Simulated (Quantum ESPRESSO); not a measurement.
A working Quantum ESPRESSO input for LaMg14Cd (Amm2, 16 atoms in the cell) (DFT, LDA (PZ), plane waves, GBRV 1.5 ultrasoft (LDA) pseudopotentials):

```fortran
&control
  calculation = 'scf',
  prefix = 'lamg14cd',
  outdir = './tmp/',
  pseudo_dir = './',
  tprnfor = .true.,
  tstress = .true.,
/
&system
  ibrav = 0,
  nat = 16,
  ntyp = 3,
  ecutwfc = 40,
  ecutrho = 200,
  occupations = 'smearing',
  smearing = 'cold',
  degauss = 0.019992,
/
&electrons
  conv_thr = 1e-10,
/
ATOMIC_SPECIES
La   138.9055  la_lda_v1.uspp.F.UPF
Mg    24.3050  mg_lda_v1.4.uspp.F.UPF
Cd   112.4140  cd_lda_v1.uspp.F.UPF
ATOMIC_POSITIONS crystal
La    0.5000000000    0.1680100000    0.1680100000
Mg    0.0000000000    0.1667800000    0.1667800000
Mg    0.0000000000    0.6671700000    0.6671700000
Mg    0.5000000000    0.1790700000    0.6613900000
Mg    0.5000000000    0.6613900000    0.1790700000
Mg    0.0000000000    0.1660700000    0.6671300000
Mg    0.0000000000    0.6671300000    0.1660700000
Mg    0.2425900000    0.3366400000    0.8271800000
Mg    0.7574100000    0.8271800000    0.3366400000
Mg    0.7574100000    0.3366400000    0.8271800000
Mg    0.2425900000    0.8271800000    0.3366400000
Mg    0.2412200000    0.3361100000    0.3361100000
Mg    0.7587800000    0.3361100000    0.3361100000
Mg    0.2557600000    0.8327000000    0.8327000000
Mg    0.7442400000    0.8327000000    0.8327000000
Cd    0.5000000000    0.6591000000    0.6591000000
K_POINTS automatic
2 4 4  0 0 0
CELL_PARAMETERS angstrom
  10.3668000000     0.0000000000     0.0000000000
   0.0000000000     3.2778500000     5.6996450000
   0.0000000000    -3.2778500000     5.6996450000
```

The run converged in 16 iterations: free energy E − TS -26770.5312 eV; Fermi level (on the code's own zero) 5.83 eV; pressure -2.35 GPa; largest force (vector length) 0.120 eV/Å. Each of these slips is then made, one at a time:

(1)
```diff
-  pseudo_dir = './',
+  pseudo_dir = './pseudo/',
```

(2)
```diff
-  nat = 16,
+  nat = 15,
```

### Question
How does each altered input end?

### Answer

(1) A wrong folder for the potentials. The program stopped before any SCF iteration.
```
Error in routine readpp (1):
file ./pseudo/la_lda_v1.uspp.F.UPF not found
```

(2) An atom count that does not match the list of atoms. The run converged in 15 iterations without an error; against the sound input the pressure goes from -2.35 to -2.22 GPa and the largest force goes from 0.120 to 0.138 eV/Å. The full log also holds: “Warning: card CD    0.5000000000    0.6591000000    0.6591000000 ignored”.

The starting cell comes from a database of computed structures (which also holds hypothetical and non-ambient phases and stackings), without a prior relaxation at this level.

Left out of this page: 4 runs of the series outside the window shown, repeating another row's setting, or not comparable.
